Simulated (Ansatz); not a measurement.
Take SnO₂ in the rutile structure (space group P4_2/mnm, No. 136; a = 4.828 Å, c = 3.238 Å) as the base.

(Cell as relaxed with PBE.)

Levels (all Ansatz, a quantum-chemistry and plane-wave program, PAW, earlier PAW set): PBE (420 eV, scalar-relativistic without spin-orbit coupling); r2SCAN (500 eV, no SOC).

Each level relaxes its own structure.

```
base                      PBE    r2SCAN
-------------------  --------  --------
volume per atom      12.58 Å³  12.08 Å³
lattice parameter a   4.828 Å   4.759 Å
band gap              0.68 eV   1.79 eV
```

Modification: an isotropic linear strain of +6.00 %; the atoms relax in the strained cell.

```csv
quantity,PBE,r2SCAN
energy relative to the base (free energy F),+175 meV/atom,___
largest internal atomic displacement,0.043 Å,___
"pressure (mean of the normal stresses, compression positive)",-19.4 GPa,___
```

Q: Given the PBE results, estimate those of r2SCAN.

A: 
- energy relative to the base (free energy F), r2SCAN: +0.205 eV/atom
- largest internal atomic displacement, r2SCAN: 0.040 Å
- pressure (mean of the normal stresses, compression positive), r2SCAN: -23.8 GPa

PBE's energy relative to the base lies 30 meV/atom below r2SCAN's; PBE's pressure lies 4.4 GPa above r2SCAN's. Neither level is exact; r2SCAN is the comparison here, not a measurement.

Gaps are read on the SCF mesh and a high-symmetry path. Whether these cells are dynamically stable was not tested. All final runs are without spin polarisation.
